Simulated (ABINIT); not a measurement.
Input and output of a self-consistent single point for MnPd (P4/mmm, 2 atoms in the cell) (ABINIT).

Computed with LDA (PW92), PAW (JTH v2.0 LDA PAW) (plane waves; ABINIT).

The change in words: lattice scaled by 0.98. Reference geometry:
```
CELL_PARAMETERS angstrom
      3.00107     0.00000     0.00000
      0.00000     3.00107     0.00000
      0.00000     0.00000     3.34348
ATOMIC_POSITIONS crystal
  Mn 0.00000 0.00000 0.00000
  Pd 0.50000 0.50000 0.50000
```
Moments meant for the start (each program seeds them in its own way; μB, in the order of the atoms Mn Pd): 4.0 0.0.

Reference input (self-consistent single point, DFT, LDA (PW92), plane waves, PAW (JTH v2.0 LDA PAW)): pseudos = [Mn.LDA_PW-JTH.xml, Pd.LDA_PW-JTH.xml]; ecut = 60 Ry; pawecutdg = 120 Ry; pawxcdev = 0; nsppol = 2; occopt = 3; tsmear = 0.1 eV; ngkpt = 9 9 8; nshiftk = 1; shiftk = 0 0 0; potentials = JTH v2.0 LDA PAW; nband = 25. This run's input differs from it in these lines:

```diff
@@ -3,3 +3,3 @@
 pseudos "Mn.LDA_PW-JTH.xml, Pd.LDA_PW-JTH.xml"
-acell 5.6712003808 5.6712003808 6.3182615032
+acell 5.5577771291 5.5577771291 6.1918955172
 rprim
```

The program printed (abridged):

```
--- !BeginCycle
solver: {iscf: 17, nstep: 80, nline: 4, wfoptalg: 10, }
tolerances: {tolvrs: 1.00E-10, }
...

     iter   Etot(hartree)     deltaE(h) residm    nres2    magn
 ETOT  1  -224.74020474907    -2.25E+02 9.63E+01 1.48E+02 0.543
 ETOT  2  -234.31435899949    -9.57E+00 2.02E-01 3.28E+02 0.927
 ETOT  3  -234.71097788477    -3.97E-01 4.57E-01 1.11E+03 0.369
 ETOT  4  -233.99341551546     7.18E-01 2.75E-01 3.21E+01 1.824
 ETOT  5  -233.98357644359     9.84E-03 8.15E-02 6.24E+00 2.524
   [... 24 lines left out ...]
 ETOT 30  -234.00609627128    -2.36E-12 1.53E-04 7.36E-10 4.366
 ETOT 31  -234.00609627128    -4.55E-13 1.05E-04 3.55E-10 4.366
 ETOT 32  -234.00609627128     1.62E-12 9.94E-05 2.02E-10 4.366
 ETOT 33  -234.00609627128    -7.11E-13 7.07E-05 3.61E-11 4.366
 At SCF step   33       nres2   =  3.61E-11 < tolvrs=  1.00E-10 =>converged.

 Cartesian components of stress tensor (hartree/bohr^3)
  sigma(1 1)=  1.20591285E-04  sigma(3 2)=  0.00000000E+00
  sigma(2 2)=  1.20591285E-04  sigma(3 1)=  0.00000000E+00
  sigma(3 3)=  9.82319430E-05  sigma(2 1)=  0.00000000E+00

 Integrated electronic and magnetization densities in atomic spheres:
 Radius=ratsph(iatom), smearing ratsm=  0.0000. Diff(up-dn)=approximate z local magnetic moment.
 Atom    Radius    up_density   dn_density  Total(up+dn)  Diff(up-dn)
    1   2.11192     8.405066     4.726317     13.131383     3.678749
    2   2.51165     8.729914     8.299476     17.029390     0.430438
  Sum:             17.134980    13.025793     30.160773     4.109187
 Total magnetization (from the atomic spheres):             4.109187
   [... lines left out ...]
 Total magnetization (exact up - dn):                       4.365542
 Fermi (or HOMO) energy (hartree) =   0.38365   Average Vxc (hartree)=  -0.45957
   [... lines left out ...]
'-kT*entropy'       : -1.45788463885498E-03
total_energy        : -2.34006099333179E+02
total_energy_eV     : -6.36762979453643E+03
...

-Cartesian components of stress tensor (GPa)         [Pressure= -3.3286E+00 GPa]
- sigma(1 1)=  3.54791749E+00  sigma(3 2)=  0.00000000E+00
- sigma(2 2)=  3.54791749E+00  sigma(3 1)=  0.00000000E+00
- sigma(3 3)=  2.89008306E+00  sigma(2 1)=  0.00000000E+00

 Calculation completed.
```

The run converged in 33 iterations. Against the reference run the free energy falls by 40.9 meV/atom, the pressure goes from -11.53 to -3.33 GPa and the size of the net moment hardly changes (2.21 to 2.18 μB/atom).

The starting cell comes from a database of computed structures (which also holds hypothetical and non-ambient phases and stackings), without a prior relaxation at this level. For this run, on top of that: lattice scaled by 0.98. The magnetic order is the one reached from the typed start; others were not searched systematically. With a pressure of about -3 GPa the cell is away from its equilibrium volume at this level.

Cost on one core of a shared machine: roughly 7 min.
